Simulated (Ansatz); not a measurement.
**Carrier properties of C under load (space group P6_3/mmc)**

Consider the following.

```
C
1.0
    2.52038     0.00000     0.00000
   -1.26019     2.18271     0.00000
    0.00000     0.00000     4.19605
C
4
Direct
  0.33333   0.66667   0.00020
  0.66667   0.33333   0.50020
  0.33333   0.66667   0.37480
  0.66667   0.33333   0.87480
```

Calculation: r2SCAN, rigid bands (plane waves, PAW, scalar-relativistic; Ansatz, a quantum-chemistry and plane-wave program). Condition of this run: hydrostatic pressure of -11 GPa (compression positive) (the target of the relaxation). Cell: cell and atoms relaxed with PBEsol, then loaded as said.

```
Quantity                                                                                                                                                          Result
---------------------------------------------------------------------------------------------------------------------------------------  -------------------------------
band gap                                                                                                                                                         3.67 eV
electron conductivity mass (300 K, dilute)                                                                                               0.47 (x), 0.47 (y), 0.27 (z) mₑ
hole conductivity mass (300 K, dilute)                                                                                                   0.45 (x), 0.45 (y), 0.66 (z) mₑ
effective density of states N_c (300 K)                                                                                                                      1.2e19 cm⁻³
effective density of states N_v (300 K)                                                                                                                      1.8e19 cm⁻³
density-of-states mass, electrons                                                                                                                                0.61 mₑ
density-of-states mass, holes                                                                                                                                    0.81 mₑ
Seebeck coefficient, n-type 1e19 cm⁻³, 300 K                                                                                                                   -238 μV/K
best n-type power factor at 300 K for τ = 10 fs (best axis; densities from 1e16 to 1e21 cm⁻³ tried, whether or not they can be reached)      7.5 μW/(cm·K²) at 3e19 cm⁻³
Seebeck coefficient, p-type 1e19 cm⁻³, 300 K                                                                                                                    270 μV/K
best p-type power factor at 300 K for τ = 10 fs (best axis; densities from 1e16 to 1e21 cm⁻³ tried, whether or not they can be reached)      6.6 μW/(cm·K²) at 1e20 cm⁻³
```

Rigid bands; masses and Seebeck coefficients take one relaxation time τ for all states and one kind of carrier; polarons and phonon drag are left out. Spin-orbit coupling is left out. Geometry: cell and atoms relaxed with PBEsol.
